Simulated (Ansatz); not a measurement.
**Worked example: self-consistent single point of Sr (Fm-3m, 1 atom in the cell) in Ansatz (a first-principles code)**

Method: PBE (plane waves, PAW; Ansatz).

This input was run:

Ansatz 0.2 input:
```yaml
crystal:
  lattice:
    - [0.000000, 2.963832, 2.963832]
    - [2.963832, 0.000000, 2.963832]
    - [2.963832, 2.963832, 0.000000]
  atoms:
    - { symbol: Sr, position: [0.000000, 0.000000, 0.000000] }
kpoints:
  mp_grid: { grid: [8, 8, 8] }
hamiltonian:
  xc: pbe
  pseudopotentials: { kind: paw }
scf:
  occupations: { method: fermi_dirac, width: 0.1 eV }
output:
  forces: true
  eigenvalues: true
  stress: true
```

Output (repeated stretches shortened):

```
WARN basis.ecutwfc = 420 eV, the default
Pseudopotentials: kind: paw
Pseudopotential: Sr, paw, valence charge 10
Crystal: 1 atoms, lattice volume = 52.070 Å³
Basis set: ecut = 420 eV, 965 PW (Γ), exchange–correlation on 60×60×60 points (8 copies of the dense FFT grid, shifted against one another)
Bands: 9, of which v1, the nominal top of the filled ones, is band 5 counted from 1 (4 counted from 0)
Symmetry: 48 space group operations
Space group: Fm-3m (ITA 225), of the structure as read, at distance tolerance 3.7e-5 Å
k-points: 29 of 512
Initial density: superposition of atomic densities (neutral atoms: chi_scale 0, normalization atom), corrected by the library's trained network
Initial wavefunctions: pseudopotential atomic-orbital guess
Eigensolver: davidson
Functional: x = pbe(κ = 0.804, μ = 0.2195149727645171), c = pbe(β = 0.06672455060314922)
SCF iter   1: F=—  HF=-3544.236712 eV  |F-HF|=—  |Δ(HF+E_count)|=         —  Δρ=8.90e-4  dr2=6.14e-4  ethr=1.77e-3  ⟨swp⟩=6.4  Hψ=2261  notcnv=0
all-band conjugate gradients solve this SCF's bands
preconditioner: auto → none
SCF iter   2: F=—  HF=-3544.237223 eV  |F-HF|=—  |Δ(HF+E_count)|=   5.10e-4  Δρ=5.63e-4  dr2=3.07e-4  ethr=6.14e-6  ⟨swp⟩=2.6  Hψ=669  notcnv=0
SCF iter   3: F=—  HF=-3544.237274 eV  |F-HF|=—  |Δ(HF+E_count)|=   5.10e-5  Δρ=2.03e-4  dr2=2.80e-5  ethr=3.07e-6  ⟨swp⟩=1.0  Hψ=261  notcnv=0
SCF iter   4: F=—  HF=-3544.237267 eV  |F-HF|=—  |Δ(HF+E_count)|=   6.61e-6  Δρ=1.05e-4  dr2=2.11e-6  ethr=2.80e-7  ⟨swp⟩=2.1  Hψ=375  notcnv=0
SCF iter   5: F=—  HF=-3544.237268 eV  |F-HF|=—  |Δ(HF+E_count)|=   9.90e-7  Δρ=2.70e-5  dr2=1.18e-7  ethr=2.11e-8  ⟨swp⟩=2.9  Hψ=430  notcnv=0
SCF iter   6: F=-3544.237268 eV  HF=-3544.237268 eV  |F-HF|=2.30e-9  |Δ(HF+E_count)|=   3.09e-8  Δρ=5.95e-6  dr2=6.52e-9  ethr=1.00e-9  ⟨swp⟩=5.6  Hψ=1379  notcnv=0
SCF 1 converged in 6 iterations: F = -3544.237268 eV  dr2 = 6.52e-9
SCF converged after 6 iterations
Free energy (F): -3544.237268 eV
Harris-Foulkes:  -3544.237268 eV  (|F-HF|=2.30e-9)
Internal energy: -3544.200059 eV  (E = F + TS)
E sigma→0 (E₀):  -3544.218663 eV
Entropy (-TS):   -0.037209 eV (-37.209 meV/atom)
Fermi energy:    5.429226 eV
--- Per-component energies (eV) ---
  E_band       = -131.596596
  E_kinetic    = 241.978266
  E_local      = -755.800438  (includes V_loc(G=0)·N_el)
  E_nonlocal   = 202.894682
  E_hartree    = 189.811293
  E_xc         = -171.475457
  E_vxc        = -159.583353  (∫ρ·V_xc dr)
  E_paw        = -2694.724709  (= ΣΔE_a)
  E_vpaw       = -40.707287  (= ΣTr[D̂ρ^β])
  E_aug_tail   = -0.000001  (compensation charges beyond the density's cutoff)
  E_ewald      = -556.883693
  E_smearing   = -0.037209  (= −TS)
  E_closure    = -0.000000  (closes the sum)
  Σ components = -3544.237268   (vs F -3544.237268, Δ=0.00e0)
--- Forces (eV/Å), atoms counted from 1 ---
  atom   1  Sr    -0.00000000    -0.00000000     0.00000000
  max |Σ_I F_I| component: 2.79e-31 eV/Å
--- Stress (GPa, compression-positive) ---
        0.708913       0.000000       0.000000
        0.000000       0.708913      -0.000000
        0.000000      -0.000000       0.708913
  P = ⅓ Tr σ = 0.7089 GPa (7.089 kbar)
  The stress holds the Pulay correction. Without it, at fixed plane waves, as pw.x and ABINIT print it: P = 0.7065 GPa
--- Band table (eV; the first three rows and the last of 29) ---
  k-point 0: bands = ["-31.0236", "-12.9025", "-12.9025", "-12.9025", "1.7305", "7.8689", "7.8689", "7.8689", "9.4269"]
  k-point 1: bands = ["-31.0209", "-12.9385", "-12.9073", "-12.9073", "1.9930", "7.4830", "7.9813", "7.9813", "9.2810"]
  k-point 2: bands = ["-31.0145", "-13.0239", "-12.9187", "-12.9187", "2.7170", "6.7425", "8.0265", "8.0265", "9.3631"]
  k-point 28: bands = ["-30.9995", "-13.0583", "-13.0583", "-12.9915", "5.4905", "6.1209", "6.1209", "7.8356", "10.8675"]
```

The run converged in 6 iterations.

The starting cell comes from a database of computed structures (which also holds hypothetical and non-ambient phases and stackings), without a prior relaxation at this level. Its lattice was rescaled by a random factor within 2.5 % of one. Ansatz's pressure includes its estimate of the finite-basis (Pulay) stress.
